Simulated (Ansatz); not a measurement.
An Ansatz (a quantum-chemistry and plane-wave program) run: Al2O3 with a change (biaxial strain +2.25 %, plane normal [001], relaxed out of plane); Ansatz, PBEsol, PAW, cutoff 420 eV, no spin-orbit coupling.

Input:

Ansatz 0.2 input:
```yaml
crystal:
  lattice:
    - [4.8811867152, 0, 0]
    - [2.4405933576, 4.227231696, 0]
    - [2.4405933576, -1.409077232, 4.2894150123]
  atoms:
    - { symbol: Al, position: [0.7041568488, 0.6479215756, 0.9437647268] }
    - { symbol: Al, position: [0.7041568488, 0.1479215756, 0.4437647268] }
    - { symbol: Al, position: [0.2958431512, 0.3520784244, 0.0562352732] }
    - { symbol: Al, position: [0.2958431512, 0.8520784244, 0.5562352732] }
    - { symbol: O, position: [0.5, 0.4441385159, 0.25] }
    - { symbol: O, position: [0.8058614841, 0.75, 0.25] }
    - { symbol: O, position: [0.5, 0.5558614841, 0.75] }
    - { symbol: O, position: [0.8058614841, 0.9441385159, 0.75] }
    - { symbol: O, position: [0.1941385159, 0.25, 0.75] }
    - { symbol: O, position: [0.1941385159, 0.0558614841, 0.25] }
basis: { ecutwfc: 420, ecutrho_ratio: 4, xc_grid: 2, fft_grid_basis: typed }
kpoints: { mp_grid: { grid: [8, 8, 8] } }
hamiltonian:
  xc: pbesol
  dispersion: none
  pseudopotentials: { kind: paw }
scf: { occupations: { method: fermi_dirac, width: 0.05 } }
relax: { f_tol: 0.005, max_steps: 50, cell: { stress_tol: 0.01, fix: [a, b, gamma] } }
output: { forces: true, stress: true }
checkpoint: { write: state.ck, write_every: 1000 }
```

Output (explanatory and most iteration lines left out):

```
Relaxation: its limit of steps is 50 (relax.max_steps)
Pseudopotential: Al, paw, valence charge 3
Pseudopotential: O, paw, valence charge 6
Crystal: 10 atoms, lattice volume = 88.507 Å³
Basis set: ecut = 420 eV, 1719 PW (Γ), exchange–correlation on 72×72×72 points (8 copies of the dense FFT grid, shifted against one another)
Bands: 34, of which v1, the nominal top of the filled ones, is band 24 counted from 1 (23 counted from 0)
Symmetry: 12 space group operations
Space group: R-3c (ITA 167), of the structure as read, at distance tolerance 4.5e-5 Å
k-points: 65 of 512
Functional: x = pbesol(κ = 0.804, μ = 0.12345679012345678), c = pbesol(β = 0.046)
SCF iter   1: F=—  HF=-5478.743367 eV  |F-HF|=—  |Δ(HF+E_count)|=         —  Δρ=1.58e-2  dr2=1.69e-1  ethr=1.77e-3  ⟨swp⟩=7.5  Hψ=11720  notcnv=0  defer=50
SCF iter   2: F=—  HF=-5478.693154 eV  |F-HF|=—  |Δ(HF+E_count)|=   5.02e-2  Δρ=2.05e-3  dr2=1.50e-3  ethr=3.51e-4  ⟨swp⟩=2.5  Hψ=4320  notcnv=0  defer=265
SCF 1 converged in 6 iterations: F = -5478.693401 eV  dr2 = 1.24e-8
relax step   1: F+E_penalty+E_count = -5478.69340072 eV  Δ(F+E_penalty+E_count) = +0.000e0 eV  max|allowed force component| = 2.343e-1 eV/Å  Δτ_max = 0.0000 Å  P = -7.819 GPa  Ω = 88.507 Å³  fix = [a, b, gamma]  reactions: a -12.199, b -12.199 GPa  (6 SCF iters, dr2 threshold 1.00e-7 eV, accepted)
[... steps on the carried basis left out ...]
relax step   8: F+E_penalty+E_count = -5478.70244034 eV  Δ(F+E_penalty+E_count) = +1.617e-5 eV  max|allowed force component| = 6.346e-6 eV/Å  Δτ_max = 0.0000 Å  P = -7.826 GPa  Ω = 88.527 Å³  energy of the carried Pulay correction = -1.630e-5 eV  fix = [a, b, gamma]  reactions: a -11.739, b -11.739 GPa  (4 SCF iters, dr2 threshold 4.92e-10 eV, accepted)
Crystal: 10 atoms, lattice volume = 88.527 Å³
SCF iter   1: F=—  HF=-5478.702460 eV  |F-HF|=—  |Δ(HF+E_count)|=         —  Δρ=6.43e-7  dr2=2.10e-10  ethr=2.17e-8  ⟨swp⟩=3.3  Hψ=18177  notcnv=0
SCF iter   2: F=—  HF=-5478.702447 eV  |F-HF|=—  |Δ(HF+E_count)|=   1.31e-5  Δρ=4.73e-7  dr2=1.19e-10  ethr=1.00e-12  ⟨swp⟩=3.0  Hψ=4945  notcnv=0
SCF 9 converged in 4 iterations: F = -5478.702447 eV  dr2 = 2.00e-12
SCF converged after 4 iterations
Free energy (F): -5478.702447 eV
Internal energy: -5478.702447 eV  (E = F + TS)
E sigma→0 (E₀):  -5478.702447 eV
Fermi energy:    10.035108 eV
--- Forces (eV/Å), atoms counted from 1 ---
  atom   1  Al     0.00000000     0.00000000     0.00000754
  atom   2  Al     0.00000000    -0.00000000     0.00000754
  atom   3  Al    -0.00000000    -0.00000000    -0.00000754
  atom   4  Al    -0.00000000     0.00000000    -0.00000754
  atom   5  O     -0.00000126    -0.00000218    -0.00000000
  atom   6  O      0.00000252     0.00000000     0.00000000
  atom   7  O      0.00000126     0.00000218     0.00000000
  atom   8  O      0.00000126    -0.00000218     0.00000000
  atom   9  O     -0.00000252    -0.00000000    -0.00000000
  atom  10  O     -0.00000126     0.00000218    -0.00000000
--- Stress (GPa, compression-positive) ---
      -11.738981      -0.000000       0.000000
       -0.000000     -11.738981      -0.000000
        0.000000      -0.000000       0.000531
  P = ⅓ Tr σ = -7.8258 GPa (-78.258 kbar)
--- Relaxed structure (7 steps of the walk, 7 accepted, 2 SCFs on fresh bases) ---
  cell:  # Å, volume = 88.5269 Å³
    - [4.881186715212518, -1.7969661453343104e-36, 3.144466761713406e-20]
    - [2.440593357606259, 4.2272316959891585, 2.414636413579947e-16]
    - [2.440593357606259, -1.4090772319963862, 4.290360146199112]
  atoms:
    - { symbol: Al, position: [0.7064604670068634, 0.6467697664965683, 0.9403092994897048] }
    - { symbol: Al, position: [0.7064604670068635, 0.14676976649656828, 0.44030929948970476] }
    - { symbol: Al, position: [0.2935395329931364, 0.3532302335034318, 0.059690700510295215] }
    - { symbol: Al, position: [0.2935395329931367, 0.8532302335034316, 0.5596907005102951] }
    - { symbol: O, position: [0.4999999999999999, 0.44543983056272585, 0.24999999999999994] }
    - { symbol: O, position: [0.804560169437274, 0.7500000000000001, 0.25] }
    - { symbol: O, position: [0.5, 0.5545601694372742, 0.7499999999999999] }
    - { symbol: O, position: [0.8045601694372735, 0.9454398305627258, 0.75] }
    - { symbol: O, position: [0.195439830562726, 0.24999999999999997, 0.7499999999999999] }
    - { symbol: O, position: [0.19543983056272593, 0.0545601694372741, 0.24999999999999997] }
```

Whether these cells are dynamically stable was not tested. The cell was made from Al2O3 in the corundum structure (space group R-3c, No. 167) by this change: biaxial strain +2.25 %, plane normal [001], relaxed out of plane.
